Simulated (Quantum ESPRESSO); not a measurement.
Input and output of a self-consistent single point for Sr2RuN2 (Immm, 5 atoms in the cell) (Quantum ESPRESSO).

Computed with PBEsol, GBRV 1.5 ultrasoft (PBESOL) pseudopotentials (plane waves; Quantum ESPRESSO).

```xyz
5
Lattice="1.9626 1.9718 6.3503 -1.9626 1.9718 6.3503 -1.9626 -1.9718 6.3503" Properties=species:S:1:pos:R:3 pbc="T T T"
Sr     0.0000     0.0000     1.8067
Sr     0.0000     0.0000    10.8939
Ru     0.0000     0.0000     6.3503
N      0.0000     0.0000     8.1855
N      0.0000     0.0000     4.5151
```

Reference input (self-consistent single point, DFT, PBEsol, plane waves, GBRV 1.5 ultrasoft (PBESOL) pseudopotentials): ecutwfc = 40 Ry; ecutrho = 320 Ry; occupations = smearing; smearing = fd; degauss = 0.0073499 Ry; potentials = {Sr: sr_pbesol_v1.uspp.F.UPF, Ru: ru_pbesol_v1.2.uspp.F.UPF, N: n_pbesol_v1.2.uspp.F.UPF}; K_POINTS = automatic 7 7 7 0 0 0; conv_thr = 1e-10 Ry. This run's input differs from it in these lines:

```diff
@@ -22,3 +22,3 @@
 &ELECTRONS
-   conv_thr = 1.0d-10
+   conv_thr = 7.3e-03
 /
```

The program printed (abridged):

```
     Self-consistent Calculation

     iteration #  1     ecut=    40.00 Ry     beta= 0.70

     negative rho (up, down):  1.989E-01 0.000E+00

     total energy              =    -374.04266271 Ry
     estimated scf accuracy    <       1.47571323 Ry

     iteration #  2     ecut=    40.00 Ry     beta= 0.70

     negative rho (up, down):  1.995E-01 0.000E+00

     total energy              =    -373.50852349 Ry
     estimated scf accuracy    <       6.63322362 Ry

     iteration #  3     ecut=    40.00 Ry     beta= 0.70

     negative rho (up, down):  2.015E-01 0.000E+00

     total energy              =    -374.38618600 Ry
     estimated scf accuracy    <       2.39293196 Ry

     iteration #  4     ecut=    40.00 Ry     beta= 0.70

     negative rho (up, down):  2.029E-01 0.000E+00

     total energy              =    -374.72455961 Ry
     estimated scf accuracy    <       0.07819782 Ry

     iteration #  5     ecut=    40.00 Ry     beta= 0.70

     negative rho (up, down):  2.041E-01 0.000E+00

     total energy              =    -374.72839982 Ry
     estimated scf accuracy    <       0.01747218 Ry

     iteration #  6     ecut=    40.00 Ry     beta= 0.70

     negative rho (up, down):  2.041E-01 0.000E+00
     End of self-consistent calculation

     the Fermi energy is     9.9367 ev

!    total energy              =    -374.72975104 Ry
     estimated scf accuracy    <       0.00079926 Ry
     smearing contrib. (-TS)   =      -0.00367130 Ry
     internal energy E=F+TS    =    -374.72607974 Ry

     convergence has been achieved in   6 iterations

     negative rho (up, down):  2.041E-01 0.000E+00

     Forces acting on atoms (cartesian axes, Ry/au):

     atom    1 type  1   force =     0.00000000    0.00000000   -0.02003600
     atom    2 type  1   force =     0.00000000    0.00000000    0.02003600
     atom    3 type  2   force =    -0.00000000    0.00000000   -0.00000000
     atom    4 type  3   force =     0.00000000    0.00000000   -0.02452791
     atom    5 type  3   force =     0.00000000   -0.00000000    0.02452791

   [... lines left out ...]
     Total force =     0.044790     Total SCF correction =     0.048960
   [... lines left out ...]

     negative rho (up, down):  2.041E-01 0.000E+00
          total   stress  (Ry/bohr**3)                   (kbar)     P=      -10.41
   0.00000276   0.00000000  -0.00000000            0.41        0.00       -0.00
   0.00000000  -0.00001812  -0.00000000            0.00       -2.66       -0.00
  -0.00000000  -0.00000000  -0.00019686           -0.00       -0.00      -28.96

   JOB DONE.
```

The run converged in 6 iterations. Against the reference run the free energy goes up by 1.6 meV/atom, the pressure goes from -4.63 to -1.04 GPa and the largest force goes from 0.551 to 0.631 eV/Å. The full log also holds: “SCF correction compared to forces is large: reduce conv_thr to get better values”.

The starting cell comes from a database of computed structures (which also holds hypothetical and non-ambient phases and stackings), without a prior relaxation at this level. Spin polarisation is off.

Cost on one core of a shared machine: roughly 3 min.
